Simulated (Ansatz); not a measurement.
**Ansatz (a quantum-chemistry and plane-wave program) run on CoGe (R3, 8 atoms in the cell): self-consistent single point**

Method: PBEsol, default PAW files made with PBE (plane waves; Ansatz).

Input as run:

Ansatz 0.2 input:
```yaml
crystal:
  lattice:
    - [4.593208, 0.000000, 0.000000]
    - [0.000000, 4.593208, 0.000000]
    - [0.000000, 0.000000, 4.593208]
  atoms:
    - { symbol: Co, position: [0.143115, 0.143115, 0.143115] }
    - { symbol: Co, position: [0.363170, 0.863170, 0.636830] }
    - { symbol: Co, position: [0.636830, 0.363170, 0.863170] }
    - { symbol: Co, position: [0.863170, 0.636830, 0.363170] }
    - { symbol: Ge, position: [0.839810, 0.839810, 0.839810] }
    - { symbol: Ge, position: [0.660190, 0.160190, 0.339810] }
    - { symbol: Ge, position: [0.339810, 0.660190, 0.160190] }
    - { symbol: Ge, position: [0.160190, 0.339810, 0.660190] }
basis:
  ecutwfc: 30.9 Ry
kpoints:
  mp_grid: { grid: [6, 6, 6] }
hamiltonian:
  xc: pbesol
  pseudopotentials: { kind: paw }
scf:
  occupations: { method: fermi_dirac, width: 0.0073 Ry }
output:
  forces: true
  eigenvalues: true
  stress: true
```

Output (repeated stretches shortened):

```
WARN ansatz: RAYON_NUM_THREADS=1 ignored (pool sized by the plan → 1); use --threads N
Pseudopotentials: kind: paw
Pseudopotential: Co, paw, valence charge 17
Pseudopotential: Ge, paw, valence charge 14
Crystal: 8 atoms, lattice volume = 96.905 Å³
Basis set: ecut = 420.4159175005146 eV, 1863 PW (Γ), exchange–correlation on 64×64×64 points (8 copies of the dense FFT grid, shifted against one another)
Bands: 75, of which v1, the nominal top of the filled ones, is band 62 counted from 1 (61 counted from 0)
Symmetry: 3 space group operations
Space group: R3 (ITA 146), of the structure as read, at distance tolerance 4.6e-5 Å
k-points: 40 of 216 (time reversal used)
PAW frozen core: Co, regenerated for the run's functional, and the local potential with it
PAW frozen core: Ge, regenerated for the run's functional, and the local potential with it
Initial density: superposition of atomic densities (neutral atoms: chi_scale 0, normalization atom), corrected by the library's trained network
Initial wavefunctions: pseudopotential atomic-orbital guess
Eigensolver: davidson
Functional: x = pbesol(κ = 0.804, μ = 0.12345679012345678), c = pbesol(β = 0.046)
SCF iter   1: F=—  HF=-37388.389887 eV  |F-HF|=—  |Δ(HF+E_count)|=         —  Δρ=2.21e-2  dr2=2.66e-1  ethr=1.77e-3  ⟨swp⟩=5.5  Hψ=9832  notcnv=0  defer=59
all-band conjugate gradients solve this SCF's bands
preconditioner: auto → Kerker (q_TF=auto, 2.843 Å⁻¹)
SCF iter   2: F=—  HF=-37388.355711 eV  |F-HF|=—  |Δ(HF+E_count)|=   3.42e-2  Δρ=7.13e-3  dr2=3.22e-2  ethr=2.14e-4  ⟨swp⟩=2.0  Hψ=3824  notcnv=0  defer=85
SCF iter   3: F=—  HF=-37388.351975 eV  |F-HF|=—  |Δ(HF+E_count)|=   3.74e-3  Δρ=1.37e-3  dr2=1.39e-3  ethr=2.60e-5  ⟨swp⟩=1.3  Hψ=3012  notcnv=0  defer=85
SCF iter   4: F=—  HF=-37388.351751 eV  |F-HF|=—  |Δ(HF+E_count)|=   2.24e-4  Δρ=3.88e-4  dr2=1.18e-4  ethr=1.12e-6  ⟨swp⟩=2.0  Hψ=4710  notcnv=0  defer=85
SCF iter   5: F=—  HF=-37388.351755 eV  |F-HF|=—  |Δ(HF+E_count)|=   4.44e-6  Δρ=2.21e-4  dr2=1.58e-5  ethr=9.55e-8  ⟨swp⟩=2.0  Hψ=4755  notcnv=0  defer=85
SCF iter   6: F=—  HF=-37388.351942 eV  |F-HF|=—  |Δ(HF+E_count)|=   1.87e-4  Δρ=5.07e-5  dr2=1.70e-6  ethr=1.27e-8  ⟨swp⟩=2.0  Hψ=5395  notcnv=0  defer=85
SCF iter   7: F=—  HF=-37388.351941 eV  |F-HF|=—  |Δ(HF+E_count)|=   3.48e-7  Δρ=1.43e-5  dr2=1.91e-7  ethr=1.37e-9  ⟨swp⟩=2.0  Hψ=4066  notcnv=0  defer=85
SCF iter   8: F=-37388.351941 eV  HF=-37388.351941 eV  |F-HF|=1.78e-8  |Δ(HF+E_count)|=   3.33e-8  Δρ=4.21e-6  dr2=1.79e-8  ethr=8.06e-11  ⟨swp⟩=8.9  Hψ=10664  notcnv=0
SCF 1 converged in 8 iterations: F = -37388.351941 eV  dr2 = 1.79e-8
SCF converged after 8 iterations
Free energy (F): -37388.351941 eV
Harris-Foulkes:  -37388.351941 eV  (|F-HF|=1.78e-8)
Internal energy: -37388.242501 eV  (E = F + TS)
E sigma→0 (E₀):  -37388.297221 eV
Entropy (-TS):   -0.109440 eV (-13.680 meV/atom)
Fermi energy:    17.554878 eV
--- Per-component energies (eV) ---
  E_band       = -1149.735934
  E_kinetic    = 2280.609392
  E_local      = -19386.470553  (includes V_loc(G=0)·N_el)
  E_nonlocal   = 3528.239210
  E_hartree    = 8373.399928
  E_xc         = -937.504615
  E_vxc        = -1086.064761  (∫ρ·V_xc dr)
  E_paw        = -13864.817445  (= ΣΔE_a)
  E_vpaw       = -3232.850013  (= ΣTr[D̂ρ^β])
  E_aug_tail   = 0.001279  (compensation charges beyond the density's cutoff)
  E_ewald      = -17386.125119
  E_core_change = 4.425422  (= ΣΔE_core)
  E_smearing   = -0.109440  (= −TS)
  E_closure    = -0.000000  (closes the sum)
  Σ components = -37388.351941   (vs F -37388.351941, Δ=0.00e0)
--- Forces (eV/Å), atoms counted from 1 ---
  atom   1  Co    -0.22307658    -0.22307658    -0.22307658
  atom   2  Co    -0.01406198    -0.00854699     0.06072375
  atom   3  Co     0.06072375    -0.01406198    -0.00854699
  atom   4  Co    -0.00854699     0.06072375    -0.01406198
  atom   5  Ge     0.09573474     0.09573474     0.09573474
  atom   6  Ge     0.07959032     0.02809114    -0.01845646
  atom   7  Ge    -0.01845646     0.07959032     0.02809114
  atom   8  Ge     0.02809114    -0.01845646     0.07959032
  max |Σ_I F_I| component: 2.07e-6 eV/Å
--- Stress (GPa, compression-positive) ---
       -3.012043      -0.068884      -0.068884
       -0.068884      -3.012043      -0.068884
       -0.068884      -0.068884      -3.012043
  P = ⅓ Tr σ = -3.0120 GPa (-30.120 kbar)
  The stress holds the Pulay correction. Without it, at fixed plane waves, as pw.x and ABINIT print it: P = -3.1103 GPa
--- Band table (eV; the first three rows and the last of 40) ---
  k-point 0: bands = ["-76.8780", "-76.8718", "-76.8718", "-76.8635", "-40.4003", "-40.4003", "-40.3919", "-40.3677", "-40.3327", "-40.3307", "-40.3307", "-40.3051", "-40.3051", "-40.2969", "-40.2926", "-40.2926", "-7.3159", "-7.3159", "-7.3099", [...]
  k-point 1: bands = ["-76.8777", "-76.8725", "-76.8714", "-76.8635", "-40.4025", "-40.3986", "-40.3903", "-40.3689", "-40.3366", "-40.3331", "-40.3242", "-40.3047", "-40.3036", "-40.2979", "-40.2937", "-40.2925", "-7.3169", "-7.3146", "-7.3091", [...]
  k-point 2: bands = ["-76.8769", "-76.8736", "-76.8711", "-76.8636", "-40.4037", "-40.3988", "-40.3861", "-40.3722", "-40.3391", "-40.3363", "-40.3165", "-40.3043", "-40.3017", "-40.2996", "-40.2953", "-40.2931", "-7.3159", "-7.3110", "-7.3059", [...]
  k-point 39: bands = ["-76.8736", "-76.8736", "-76.8736", "-76.8642", "-40.3951", "-40.3945", "-40.3945", "-40.3825", "-40.3300", "-40.3265", "-40.3254", "-40.3254", "-40.2957", "-40.2957", "-40.2912", "-40.2912", "-7.2901", "-7.2901", "-7.2874", [...]
```

The run converged in 8 iterations.

The starting cell comes from a database of computed structures (which also holds hypothetical and non-ambient phases and stackings), without a prior relaxation at this level. Its lattice was rescaled by up to half a per cent. One atom was moved a little off its site on purpose. Spin polarisation is off. With a pressure of about -3 GPa the cell is away from its equilibrium volume at this level. Ansatz's pressure includes its estimate of the finite-basis (Pulay) stress.
